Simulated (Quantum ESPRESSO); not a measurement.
Band structure of InSn2Te3 (P-3m1, 6 atoms in the cell).

```
InSn2Te3
1.0
    4.45970     0.00000     0.00000
   -2.22985     3.86221     0.00000
    0.00000     0.00000    11.00148
In Sn Te
1 2 3
Direct
  0.00000   0.00000   0.00000
  0.33333   0.66667   0.66867
  0.66667   0.33333   0.33133
  0.33333   0.66667   0.16576
  0.66667   0.33333   0.83424
  0.00000   0.00000   0.50000
```

Method of the run: LDA (PZ), GBRV 1.5 ultrasoft (LDA) pseudopotentials (plane waves; Quantum ESPRESSO).

Settings: ecutwfc = 40 Ry; ecutrho = 200 Ry; occupations = smearing; smearing = cold; degauss = 0.019992 Ry; potentials = {In: in_lda_v1.4.uspp.F.UPF, Sn: sn_lda_v1.4.uspp.F.UPF, Te: te_lda_v1.uspp.F.UPF}; K_POINTS = automatic 7 7 3 0 0 0; nbnd = 42; conv_thr = 1e-10 Ry.

The starting cell comes from a database of computed structures (which also holds hypothetical and non-ambient phases and stackings), without a prior relaxation at this level. Spin-orbit coupling is off.

Levels in eV from the Fermi level, bands 26 to 33:
| point | 26 | 27 | 28 | 29 | 30 | 31 | 32 | 33 |
|---|---|---|---|---|---|---|---|---|
| Γ | -1.37 | -1.33 | -1.33 | -0.08 | 0.21 | 1.40 | 1.40 | 1.77 |
| M | -2.59 | -2.05 | -1.90 | -1.08 | -0.81 | 2.03 | 2.05 | 2.32 |
| K | -2.34 | -2.21 | -1.58 | -1.58 | -1.21 | 2.67 | 2.67 | 3.14 |
| A | -1.24 | -1.24 | -0.84 | -0.80 | 0.62 | 1.06 | 1.09 | 1.09 |
| L | -2.42 | -2.40 | -1.28 | -1.26 | 0.59 | 0.97 | 1.12 | 1.13 |
| H | -3.39 | -3.39 | -0.43 | -0.43 | 0.08 | 1.37 | 1.37 | 1.40 |

Bands cross the Fermi level along this path, so the cell is metallic at this level.
